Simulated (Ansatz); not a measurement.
SiSe2 (Ibam, No. 72, 6 atoms in the cell; start mp-1179443)

Method: LDA in Ansatz (PAW).

Numerical settings: plane-wave cutoff 520 eV, 8×8×8 k mesh, Fermi–Dirac smearing 0.01 eV, scalar-relativistic PAW data made under PBE.

Cell (relaxed at this level):

```yaml
crystal:
  lattice:
    - [-3.04302, 4.40647, 2.90389]
    - [3.04302, -4.40647, 2.90389]
    - [3.04302, 4.40647, -2.90389]
  atoms:
    - { symbol: Si, position: [0.75000, 0.75000, 0.00000] }
    - { symbol: Si, position: [0.25000, 0.25000, 0.00000] }
    - { symbol: Se, position: [0.36746, 0.71511, 0.08258] }
    - { symbol: Se, position: [0.63254, 0.28489, 0.91742] }
    - { symbol: Se, position: [0.13254, 0.21511, 0.34765] }
    - { symbol: Se, position: [0.86746, 0.78489, 0.65235] }
```

```yaml
band_gap: 1.37 eV (indirect)
smallest_direct_gap_on_the_k_points_sampled: 1.46 eV
"Γ–Γ gap": 2.77 eV
```

Spin–orbit coupling is not included.

The computed numbers hold no vibrational or temperature effects.

Cost on a shared machine: very roughly 40 core-seconds.

A start named mp-… is a Materials Project structure, which need not be a measured phase.

Ansatz is a first-principles code.
